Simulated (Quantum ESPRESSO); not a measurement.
A working Quantum ESPRESSO input for HfOs (Pm-3m, 2 atoms in the cell) (DFT, LDA (PZ), plane waves, GBRV 1.5 ultrasoft (LDA) pseudopotentials):

```fortran
&control
 calculation = 'scf'
 prefix = 'hfos'
 outdir = './tmp/'
 pseudo_dir = './'
 verbosity = 'high'
 tprnfor = .true.
 tstress = .true.
/
&system
 ibrav = 0
 celldm(1) = 6.1208229177
 nat = 2
 ntyp = 2
 ecutwfc = 40
 ecutrho = 320
 occupations = 'smearing'
 smearing = 'cold'
 degauss = 0.0073499
/
&electrons
 conv_thr = 1.0d-10
 mixing_beta = 0.7
/
ATOMIC_SPECIES
Os   190.2300  os_lda_v1.2.uspp.F.UPF
Hf   178.4900  hf_lda_v1.uspp.F.UPF
ATOMIC_POSITIONS angstrom
Os    1.6195000000    1.6195000000    1.6195000000
Hf    0.0000000000    0.0000000000    0.0000000000
K_POINTS automatic
8 8 8  0 0 0
CELL_PARAMETERS alat
   1.0000000000     0.0000000000     0.0000000000
   0.0000000000     1.0000000000     0.0000000000
   0.0000000000     0.0000000000     1.0000000000
```

The run converged in 13 iterations: free energy E − TS -4863.4607 eV; Fermi level (on the code's own zero) 20.42 eV; pressure -9.23 GPa. Each of these slips is then made, one at a time:

(1)
```diff
- nat = 2
+ nat = 3
+Hf    0.0309389280   -0.0264561520    0.1958137450
```

(2)
```diff
-Hf   178.4900  hf_lda_v1.uspp.F.UPF
+Hf   178.4900  hf_pbe_v1.uspp.F.UPF
```

Problem. What happens in each case?

Solution. 
(1) One atom entered twice. The program stopped before any SCF iteration.
```
Error in routine cdiaghg (67):
S matrix not positive definite
```

(2) Potentials made for another functional. The program stopped before any SCF iteration.
```
Error in routine set_dft_from_name (3):
conflicting values for icorr
```

The starting cell comes from a database of published, mostly measured structures (it also holds non-ambient and calculated ones), without a prior relaxation at this level. Spin polarisation is off. In the base run, with a pressure of about -9 GPa the cell is away from its equilibrium volume at this level.

Left out of this page: 4 runs of the series outside the window shown, repeating another row's setting, or not comparable.
